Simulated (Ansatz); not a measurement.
Structures of equal composition on the (0001) surface of hcp Ru: a layer of Rh in place of the second plane; a layer of Rh in place of the third plane. The slabs share one bottom face, and each structure is named by its start. These are constructed structures in small cells; real faces may alloy, dewet or reconstruct in larger ones, and not all known structures of the face are among them. Slabs of about 11 Å, Fermi-Dirac smearing of 0.1 eV. Bottom of the slabs: a bare face, its two planes held. Relaxed from the named starts with such symmetry as they have, on meshes of like density; energies extrapolated to zero smearing; spin only where a row says so; no spin-orbit coupling, no U. Brackets mark spin-polarised runs, whose order is one that fits the cell.

The numbers are results of PBE (plane waves to 420 eV, PAW; Ansatz, a quantum-chemistry and plane-wave program), not measurements.

Put the candidates in order of energy per 1x1 cell, lowest first, for PBE.

a layer of Rh in place of the third plane (0.000 eV), a layer of Rh in place of the second plane (0.162 eV)
